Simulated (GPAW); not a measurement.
GPAW run on AlInSb₂ (P-4m2, 4 atoms in the cell): self-consistent single point.

Level of theory: PBEsol, GPAW PAW datasets PBEsol (made by gpaw-setup) (plane waves; GPAW).

The change in words: lattice scaled by 0.98. Reference geometry:
```
CELL_PARAMETERS angstrom
      4.42055     0.00000     0.00000
      0.00000     4.42055     0.00000
      0.00000     0.00000     6.22819
ATOMIC_POSITIONS crystal
  Al 0.00000 0.00000 0.00000
  In 0.50000 0.50000 0.50000
  Sb 0.00000 0.50000 0.23337
  Sb 0.50000 0.00000 0.76663
```

Reference input (self-consistent single point, DFT PBEsol, plane waves, GPAW PAW datasets PBEsol (made by gpaw-setup)): mode = pw; ecut = 550 eV; xc = PBEsol; kpts = 4 4 3; mesh shift (steps) = 0 0 0; occupations.name = fermi-dirac; occupations.width = 0.02 eV; nbands = -4; convergence.forces = 0.001 eV/Å; convergence.bands = -2; symmetry.symmorphic = false; symmetry.tolerance = 0.0005. This run's input differs from it in these lines:

```diff
@@ -5,5 +5,5 @@
 atoms = Atoms(['Al', 'In', 'Sb', 'Sb'],
-              cell=[[4.420553, 0.000000, 0.000000],
-                    [0.000000, 4.420553, 0.000000],
-                    [0.000000, 0.000000, 6.228192]],
+              cell=[[4.332142, 0.000000, 0.000000],
+                    [0.000000, 4.332142, 0.000000],
+                    [0.000000, 0.000000, 6.103628]],
               scaled_positions=[[0.000000, 0.000000, 0.000000],
```

Log, with long lists cut:

```
     iter     time        total  log10-change:
                         energy   eigst   dens  force
iter:   1 --:--:--   -17.167348   +0.85
iter:   2 --:--:--   -17.244488   +0.12  -1.36
iter:   3 --:--:--   -17.190622   -0.50  -1.36
iter:   4 --:--:--   -17.130407   -0.65  -1.41
iter:   5 --:--:--   -17.079575   -1.94  -1.90
iter:   6 --:--:--   -17.071404   -2.05  -2.08
iter:   7 --:--:--   -17.072137c  -2.28  -2.26
iter:   8 --:--:--   -17.065648c  -2.73  -2.32
iter:   9 --:--:--   -17.062546c  -3.07  -2.59
iter:  10 --:--:--   -17.062951c  -3.54  -2.85
iter:  11 --:--:--   -17.063186c  -3.67  -3.03
   [... 4 lines left out ...]
iter:  16 --:--:--   -17.062308c  -5.91  -3.69
iter:  17 --:--:--   -17.062307c  -6.64  -3.81
iter:  18 --:--:--   -17.062303c  -6.25  -3.85
iter:  19 --:--:--   -17.062296c  -6.42  -3.98
iter:  20 --:--:--   -17.062297c  -7.31  -4.12c
iter:  21 --:--:--   -17.062295c  -6.91  -4.11c
iter:  22 --:--:--   -17.062296c  -6.36  -4.22c
iter:  23 --:--:--   -17.062295c  -7.65c -4.20c
iter:  24 --:--:--   -17.062295c  -7.41c -4.34c -2.53
iter:  25 --:--:--   -17.062295c  -8.65c -4.45c -3.18c
Converged after 25 iterations.

Dipole moment: (-0.000000, -0.000000, -0.000000) |e|*Ang

Energy contributions relative to reference atoms: (reference = -518902.303874)

Kinetic:        +29.991655
Potential:      -25.806574
External:        +0.000000
XC:             -21.783495
Entropy (-ST):   -0.000000
Local:           +0.536120
SIC:             +0.000000
--------------------------
Free energy:    -17.062295
Extrapolated:   -17.062295

Showing only first 2 kpts
 Kpt  Band  Eigenvalues  Occupancy
  0    21      5.41672    2.00000
  0    22      5.41672    2.00000
  0    23      6.58223    0.00000
  0    24      6.63773    0.00000

  1    21      4.44965    2.00000
  1    22      4.44965    2.00000
  1    23      6.47775    0.00000
  1    24      7.16839    0.00000

Fermi level: 5.80189

Gap: 0.760 eV
Transition (v -> c):
   [... lines left out ...]
Direct gap: 1.166 eV
   [... lines left out ...]
Energy (eV): -17.062295

Forces in eV/Ang:
  0 Al    0.00000    0.00000    0.00000
  1 In    0.00000    0.00000    0.00000
  2 Sb    0.00000    0.00000   -0.07232
  3 Sb    0.00000    0.00000    0.07232

Stress tensor:
    -0.038508     0.000000    -0.000000
     0.000000    -0.038508     0.000000
    -0.000000     0.000000    -0.033165
Stress (GPa, Voigt): [-6.1697 -6.1697 -5.3136  0.     -0.      0.    ]
```

The run converged in 25 iterations. GPAW prints stress with tension positive. Against the reference run the free energy goes up by 43.9 meV/atom, the pressure goes from 1.88 to 5.88 GPa, the largest force goes from 0.024 to 0.072 eV/Å and the gap on the mesh goes from 0.775 to 0.760 eV.

The starting cell comes from a database of computed structures (which also holds hypothetical and non-ambient phases and stackings), without a prior relaxation at this level. Its lattice was rescaled by a random factor within 2.5 % of one. For this run, on top of that: lattice scaled by 0.98. Spin-orbit coupling is off. With a pressure of about 6 GPa the cell is away from its equilibrium volume at this level.

Cost on one core of a shared machine: roughly 70 s.
